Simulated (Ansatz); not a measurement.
The starting structures come from a database of crystals and need not be the phases stable at ambient conditions.

By PBEsol, the system below comes out a metal.

The ballistic (Sharvin) conductance counts the channels at the Fermi level: G/A = (e²/h) × channels of both spins per area.

Input:

```yaml
crystal:
  lattice:
    - [4.68864, 0.00000, 0.00000]
    - [0.50276, 4.66161, 0.00000]
    - [0.93768, 0.84199, 3.11355]
  atoms:
    - { symbol: Bi, position: [0.75306, 0.75306, 0.14262] }
    - { symbol: Bi, position: [0.24694, 0.24694, 0.85738] }
```

The cell is taken as given; by PBEsol it stands under a pressure of -2.5 GPa.

The current flows along the normal of the first two printed cell vectors. No spin-orbit coupling; the value is a mean over 0.1 eV about the Fermi level.

### Question
State the ballistic conductance per area according to Ansatz (a program for electronic structure) with PBEsol.

### Answer
0.81 × 10¹⁵ S/m² for both spins.
